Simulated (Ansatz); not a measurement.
Level of theory: PBE (plane waves to 420 eV, PAW; Ansatz, an electronic-structure program).

Electrostatic potential energy of an electron, averaged over planes parallel to the surface, in eV from the highest filled level, for a constructed model of the (111)A surface of zinc-blende BP (in the relaxation 2 B–P bonds formed), B-terminated, 2x2 P adatom at T1 (bottom of the slab: 3 H on 4 bottom sites):

```json
[
 {"z (Å)": "4.02", "V (eV)": "4.10"},
 {"z (Å)": "4.31", "V (eV)": "4.10"},
 {"z (Å)": "4.59", "V (eV)": "4.10"},
 {"z (Å)": "4.88", "V (eV)": "4.10"},
 {"z (Å)": "5.17", "V (eV)": "4.10"},
 {"z (Å)": "5.45", "V (eV)": "4.10"},
 {"z (Å)": "5.74", "V (eV)": "4.10"},
 {"z (Å)": "6.03", "V (eV)": "4.09"},
 {"z (Å)": "6.31", "V (eV)": "4.09"},
 {"z (Å)": "6.60", "V (eV)": "4.07"},
 {"z (Å)": "6.89", "V (eV)": "4.04"},
 {"z (Å)": "7.18", "V (eV)": "3.97"},
 {"z (Å)": "7.46", "V (eV)": "3.80"},
 {"z (Å)": "7.75", "V (eV)": "3.41"},
 {"z (Å)": "8.04", "V (eV)": "2.23"},
 {"z (Å)": "8.32", "V (eV)": "1.05"},
 {"z (Å)": "8.61", "V (eV)": "0.98"},
 {"z (Å)": "8.90", "V (eV)": "-1.59"},
 {"z (Å)": "9.19", "V (eV)": "-7.18"},
 {"z (Å)": "9.47", "V (eV)": "-12.34"},
 {"z (Å)": "9.76", "V (eV)": "-15.01"},
 {"z (Å)": "10.05", "V (eV)": "-15.13"},
 {"z (Å)": "10.33", "V (eV)": "-11.25"},
 {"z (Å)": "10.62", "V (eV)": "-5.55"},
 {"z (Å)": "10.91", "V (eV)": "-0.67"},
 {"z (Å)": "11.19", "V (eV)": "0.67"},
 {"z (Å)": "11.48", "V (eV)": "-1.25"},
 {"z (Å)": "11.77", "V (eV)": "-6.76"},
 {"z (Å)": "12.06", "V (eV)": "-12.19"},
 {"z (Å)": "12.34", "V (eV)": "-14.85"},
 {"z (Å)": "12.63", "V (eV)": "-15.16"},
 {"z (Å)": "12.92", "V (eV)": "-11.55"},
 {"z (Å)": "13.20", "V (eV)": "-6.23"},
 {"z (Å)": "13.49", "V (eV)": "-1.15"},
 {"z (Å)": "13.78", "V (eV)": "0.74"},
 {"z (Å)": "14.06", "V (eV)": "-0.67"},
 {"z (Å)": "14.35", "V (eV)": "-5.76"},
 {"z (Å)": "14.64", "V (eV)": "-11.53"},
 {"z (Å)": "14.93", "V (eV)": "-14.58"},
 {"z (Å)": "15.21", "V (eV)": "-15.37"},
 {"z (Å)": "15.50", "V (eV)": "-12.29"},
 {"z (Å)": "15.79", "V (eV)": "-7.01"},
 {"z (Å)": "16.07", "V (eV)": "-1.73"},
 {"z (Å)": "16.36", "V (eV)": "0.74"},
 {"z (Å)": "16.65", "V (eV)": "-0.17"},
 {"z (Å)": "16.94", "V (eV)": "-4.73"},
 {"z (Å)": "17.22", "V (eV)": "-10.77"},
 {"z (Å)": "17.51", "V (eV)": "-14.46"},
 {"z (Å)": "17.80", "V (eV)": "-15.59"},
 {"z (Å)": "18.08", "V (eV)": "-12.80"},
 {"z (Å)": "18.37", "V (eV)": "-7.51"},
 {"z (Å)": "18.66", "V (eV)": "-2.32"},
 {"z (Å)": "18.94", "V (eV)": "0.53"},
 {"z (Å)": "19.23", "V (eV)": "0.12"},
 {"z (Å)": "19.52", "V (eV)": "-3.75"},
 {"z (Å)": "19.81", "V (eV)": "-9.29"},
 {"z (Å)": "20.09", "V (eV)": "-13.56"},
 {"z (Å)": "20.38", "V (eV)": "-15.02"},
 {"z (Å)": "20.67", "V (eV)": "-13.07"},
 {"z (Å)": "20.95", "V (eV)": "-8.61"},
 {"z (Å)": "21.24", "V (eV)": "-3.53"},
 {"z (Å)": "21.53", "V (eV)": "0.01"},
 {"z (Å)": "21.81", "V (eV)": "0.52"},
 {"z (Å)": "22.10", "V (eV)": "0.45"},
 {"z (Å)": "22.39", "V (eV)": "1.00"},
 {"z (Å)": "22.68", "V (eV)": "2.42"},
 {"z (Å)": "22.96", "V (eV)": "3.99"},
 {"z (Å)": "23.25", "V (eV)": "4.83"},
 {"z (Å)": "23.54", "V (eV)": "5.22"},
 {"z (Å)": "23.82", "V (eV)": "5.40"},
 {"z (Å)": "24.11", "V (eV)": "5.48"},
 {"z (Å)": "24.40", "V (eV)": "5.52"},
 {"z (Å)": "24.69", "V (eV)": "5.53"},
 {"z (Å)": "24.97", "V (eV)": "5.54"},
 {"z (Å)": "25.26", "V (eV)": "5.54"},
 {"z (Å)": "25.55", "V (eV)": "5.55"},
 {"z (Å)": "25.83", "V (eV)": "5.55"},
 {"z (Å)": "26.12", "V (eV)": "5.55"},
 {"z (Å)": "26.41", "V (eV)": "5.55"},
 {"z (Å)": "26.69", "V (eV)": "5.55"}
]
```

Set-up: 44 atoms, 14.6 Å thick at the start with caps and adatoms; mesh 4x4x1; 0.025 eV smearing; dipole correction on; 8 atoms held, the rest relaxed; start symmetry kept, larger cells not searched; no spin, no spin-orbit, no U. In PBE it is, or lies within 0.01 eV a 1x1 cell of, the lowest of the 2 structures of its composition computed so far; subsurface sites and larger cells were not tried.

Problem. The surface cell has an area of 35.83 Å². What dipole along the normal does the step between the two vacuum levels imply?

Solution. the top vacuum level lies 1.45 eV above the bottom one; p = −ε₀ A ΔV (ε₀ = 0.005526 e/(V·Å)) gives -0.29 e·Å a cell.
